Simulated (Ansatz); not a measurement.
**What uniaxial strain ε_zz = +0.80 % does to CdSe**

Consider CdSe in the wurtzite structure (space group P6_3mc, No. 186; a = 4.3021 Å, c = 7.0214 Å). Axes: x lies along a and z along c of the hexagonal cell.

One thing is altered: the cell is stretched by 0.80 % along z with no lateral relaxation; the atoms relax in the strained cell.

All numbers come from Ansatz (a program for electronic structure) PBEsol, scalar-relativistic without spin-orbit coupling, earlier PAW set. k-mesh 9×9×5 (Γ-centred); smearing 0.05 eV (Fermi–Dirac).

| quantity | base | changed | shift |
|---|---|---|---|
| volume per atom | 28.13 Å³ | 28.36 Å³ | +0.23 Å³ |
| shortest interatomic distance | 2.633 Å | 2.639 Å | +0.006 Å |
| energy relative to the base (free energy F) | 0 meV/atom | +0.5 meV/atom | +0.5 meV/atom |
| pressure (mean of the normal stresses, compression positive) | 0.00 GPa | -0.41 GPa | -0.41 GPa |
| band gap | 0.54 eV | 0.51 eV | -0.03 eV |
| gap character | direct at Γ | direct at Γ | – |
| width of the top valence band | 1.75 eV | 1.74 eV | -0.01 eV |
| electron mass | 0.055 mₑ (at Γ) | 0.053 mₑ (at Γ) | – |
| valence-band top at Γ (three highest levels, from the VBM) | 0.00, 0.00, -0.05 eV | 0.00, 0.00, -0.08 eV | – |
| stress (xx, yy, zz, yz, xz, xy; compression positive) | – | (-0.28, -0.28, -0.66, 0.00, 0.00, 0.00) GPa | – |

Final structure:

```
CELL_PARAMETERS angstrom
      4.30206     0.00000     0.00000
     -2.15103     3.72569     0.00000
      0.00000     0.00000     7.07752
ATOMIC_POSITIONS crystal
  Cd 0.66667 0.33333 0.99966
  Cd 0.33333 0.66667 0.49966
  Se 0.66667 0.33333 0.62554
  Se 0.33333 0.66667 0.12554
```

Masses are band curvatures over ±0.01 Å⁻¹ around the edge. Gaps are Kohn–Sham eigenvalue differences; semilocal functionals usually give less than the measured gap. Stability against distortions was not tested.
